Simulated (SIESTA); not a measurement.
A self-consistent single point of InAs (F-43m, 2 atoms in the cell) with SIESTA.

Method of the run: LDA PW92, numerical atomic orbitals DZP, PseudoDojo LDA standard norm-conserving potentials (rewritten from UPF to PSML) run with SIESTA.

```
InAs
1.0
    0.00000     3.03000     3.03000
    3.03000     0.00000     3.03000
    3.03000     3.03000     0.00000
In As
1 1
Direct
  0.00000   0.00000   0.00000
  0.25000   0.25000   0.25000
```

Reference input (self-consistent single point, DFT, GGA PBE, numerical atomic orbitals DZP, PseudoDojo PBE standard norm-conserving potentials (rewritten from UPF to PSML)): XC.functional = GGA; XC.authors = PBE; potentials = PseudoDojo PBE standard; PAO.BasisSize = DZP; PAO.EnergyShift = 0.01 Ry; MeshCutoff = 350 Ry; kgrid.MonkhorstPack = 9 9 9; OccupationFunction = FD; ElectronicTemperature = 580.23 K; MaxSCFIterations = 150; SCF.Mixer.Method = Broyden; SCF.Mixer.Weight = 0.25. This run's input differs from it in these lines:

```diff
@@ -1,2 +1,2 @@
-# files in the folder: In.psml As.psml (PseudoDojo PBE standard)
+# files in the folder: In.psml As.psml (PseudoDojo LDA standard)
 SystemName  InAs
@@ -22,4 +22,4 @@
 
-XC.functional                GGA
-XC.authors                   PBE
+XC.functional                LDA
+XC.authors                   PW92
 PAO.BasisSize                DZP
```

Log, with long lists cut:

```
        iscf     Eharris(eV)        E_KS(eV)     FreeEng(eV)     dDmax    Ef(eV) dHmax(eV)
   scf:    1    -4684.616436    -4684.383919    -4684.384187  1.287793 -4.127781  4.285193
   scf:    2    -4684.879017    -4684.652532    -4684.652986  0.059302 -4.145836  2.432602
   scf:    3    -4684.818261    -4684.753091    -4684.753526  0.066038 -4.160897  0.639370
   scf:    4    -4684.763290    -4684.759185    -4684.759623  0.022535 -4.239433  0.056168
   scf:    5    -4684.759228    -4684.759217    -4684.759655  0.001503 -4.234399  0.032388
   scf:    6    -4684.759250    -4684.759235    -4684.759673  0.001334 -4.226835  0.004487
   scf:    7    -4684.759235    -4684.759235    -4684.759673  0.000171 -4.226124  0.000430
   scf:    8    -4684.759235    -4684.759235    -4684.759673  0.000008 -4.226122  0.000430
SCF Convergence by DM+H criterion
max |DM_out - DM_in|         :     0.0000076225
max |H_out - H_in|      (eV) :     0.0004297880
SCF cycle converged after 8 iterations

Using DM_out to compute the final energy and forces

siesta: E_KS(eV) =            -4684.7592

siesta: E_KS - E_eggbox =     -4684.7592

siesta: Atomic forces (eV/Ang):
     1   -0.000000   -0.000000    0.000000
     2    0.000000    0.000000    0.000000
   Tot    0.000000    0.000000    0.000000
   Max    0.000000
   Res    0.000000    sqrt( Sum f_i^2 / 3N )
   Max    0.000000    constrained

Stress tensor Voigt[x,y,z,yz,xz,xy] (kbar):        8.02        8.02        8.02       -0.00       -0.00       -0.00
(Free)E + p*V (eV/cell)    -4685.0382
Target enthalpy (eV/cell)    -4684.7597

siesta: Program's energy decomposition (eV):
siesta: FreeEng =     -4684.759673

   [... lines left out ...]
siesta: Cell volume =         55.636254 Ang**3
siesta:          -8.01992055         -8.01992055  kBar
   [... lines left out ...]
               4dxz    4dx2-y2
   2 14.573   1.348   0.200   0.497   0.497   0.497   0.446   0.446   0.446
              2.003   2.003   2.005   2.003   2.005   0.038   0.038   0.031

              0.038   0.031

mulliken: Qtot =       28.000

Mulliken Atomic Populations:
Atom #   charge [q] valence [e]  Species
     1    -0.427329   13.427329  In
     2     0.427329   14.572671  As
 Total     0.000000
```

The run converged in 8 iterations. Against the reference run the pressure goes from 3.78 to -0.80 GPa.

The starting cell has typed, rounded lattice constants, without a prior relaxation at this level. Values carry the incompleteness of an atom-centred basis. The run gives no clean gap (levels at the Fermi energy touch, overlap or are partly filled at this smearing), which alone does not show that the compound is a metal.
